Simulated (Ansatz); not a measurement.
## How far to go with shifted k-point meshes: CaC2 (I4mm, 3 atoms in the cell)

```yaml
crystal:
  lattice:
    - [-1.94397, 1.94397, 3.21812]
    - [1.94397, -1.94397, 3.21812]
    - [1.94397, 1.94397, -3.21812]
  atoms:
    - { symbol: Ca, position: [0.00777, 0.00777, 0.00000] }
    - { symbol: C, position: [0.59789, 0.59789, 0.00000] }
    - { symbol: C, position: [0.40211, 0.40211, 0.00000] }
```

Method: PBEsol, default PAW files made with PBE (plane waves; Ansatz, a program for electronic structure).

Base settings: basis.ecutwfc = 420 eV; kpoints.mp_grid.grid = 9 9 9; hamiltonian.xc = pbesol; hamiltonian.pseudopotentials = {kind: paw} (the program's default PAW files); scf.occupations.method = fermi_dirac; scf.occupations.width = 0.05 eV.

In this ladder: kpoints.mp_grid.shift = 0.5 0.5 0.5.

Shifted meshes do not hold Γ, so a gap read on them misses any band edge there.

Only quantities that move along the ladder and can be compared are tabulated.

The count of work is k-points × plane waves × bands × iterations; it is no time. Core times come from one kind of shared machine, to one figure; runs under 30 s give none.

The starting cell comes from a database of computed structures (which also holds hypothetical and non-ambient phases and stackings), without a prior relaxation at this level. Its lattice was rescaled by up to half a per cent. One atom was moved a little off its site on purpose. Ansatz's pressure includes its estimate of the finite-basis (Pulay) stress.

Steps (kpoints.mp_grid.grid): 2 2 2; 3 3 3; 4 4 4; 5 5 5; 6 6 6; 7 7 7; 8 8 8; 9 9 9; 10 10 10; 11 11 11; 13 13 13; 14 14 14; 15 15 15; 17 17 17; 19 19 19; 21 21 21; 23 23 23; 26 26 26.

Q: What is the coarsest kpoints.mp_grid.grid that holds the pressure within 0.2 GPa of the last step, with all finer ones?

A: 3 3 3, at 0.0045 of the last step's count of work; the step before is off by 0.39 GPa.

Q: What is the coarsest kpoints.mp_grid.grid that holds the free energy within 5 meV/atom of the last step, with all finer ones?

A: 3 3 3, at 0.0045 of the last step's count of work; the step before is off by 12 meV/atom.

```tsv
kpoints.mp_grid.grid	free energy less the last step's (meV/atom)	pressure (GPa)	largest difference of a force vector from the last step's (eV/Å)	gap on the mesh (eV)	count of work / last	core time / last (rough)
2 2 2	11.74	-3.02	0.086	3.594	0.0023	–
3 3 3	1.51	-2.65	0.003	2.590	0.0045	–
4 4 4	0.19	-2.64	0.001	1.886	0.0097	–
5 5 5	0.01	-2.64	0.000	1.785	0.014	–
6 6 6	0.03	-2.64	0.000	1.543	0.021	–
7 7 7	0.01	-2.64	0.000	1.533	0.030	–
8 8 8	0.00	-2.64	0.000	1.419	0.042	–
9 9 9	0.00	-2.64	0.000	1.425	0.057	–
10 10 10	0.00	-2.64	0.000	1.360	0.075	–
11 11 11	0.00	-2.64	0.000	1.369	0.095	–
13 13 13	0.00	-2.64	0.000	1.335	0.15	–
14 14 14	0.00	-2.64	0.000	1.309	0.18	–
15 15 15	0.00	-2.64	0.000	1.314	0.22	–
17 17 17	0.00	-2.64	0.000	1.300	0.31	–
19 19 19	0.00	-2.64	0.000	1.291	0.42	–
21 21 21	0.00	-2.64	0.000	1.284	0.55	0.5
23 23 23	0.00	-2.64	0.000	1.279	0.71	0.7
26 26 26	0.00	-2.64	0.000	1.268	1.0	1
```

The gap on the mesh jumps up and down from mesh to mesh; it is no smooth measure of convergence.

Keys are those of Ansatz 0.2.
